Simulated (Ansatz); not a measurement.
Spinel CdCr₂S₄ was calculated with PBEsol (Ansatz, a quantum-chemistry and plane-wave program, PAW).

Run with plane-wave cutoff 520 eV, 6×6×6 k mesh, Fermi–Dirac smearing 0.01 eV, spin-polarised with parallel moments, scalar-relativistic PAW data made under PBE.

Cell (measured lattice):

```
CELL_PARAMETERS angstrom
      0.00000     5.10870     5.10870
      5.10870     0.00000     5.10870
      5.10870     5.10870     0.00000
ATOMIC_POSITIONS crystal
  Cr 0.62500 0.62500 0.62500
  Cr 0.12500 0.62500 0.62500
  Cr 0.62500 0.62500 0.12500
  Cr 0.62500 0.12500 0.62500
  S  0.38930 0.38930 0.38930
  S  0.41790 0.86070 0.86070
  S  0.38930 0.38930 0.83210
  S  0.86070 0.41790 0.86070
  S  0.83210 0.38930 0.38930
  S  0.86070 0.86070 0.86070
  S  0.38930 0.83210 0.38930
  S  0.86070 0.86070 0.41790
  Cd 0.00000 0.00000 0.00000
  Cd 0.25000 0.25000 0.25000
```
Starting moments (μB, in the order of the record's atoms Cr Cr Cr Cr S S S S S S S S Cd Cd): 3.0 3.0 3.0 3.0 0.0 0.0 0.0 0.0 0.0 0.0 0.0 0.0 0.0 0.0.

Question: Estimate the band gap and smallest direct gap on the k points sampled that the calculation returns.

Answer: 
* **band gap**: 0.31 eV
* **smallest direct gap on the k points sampled**: 0.67 eV

Note: the magnetic order was assumed, not searched for or taken from measurement; cell and atoms aren't relaxed at this level (largest force component 0.31 eV/Å, pressure -2.2 GPa).

Spin–orbit coupling is not included.

Computed values are for the static lattice.

It cost very roughly 2.5 core-minutes of CPU time.
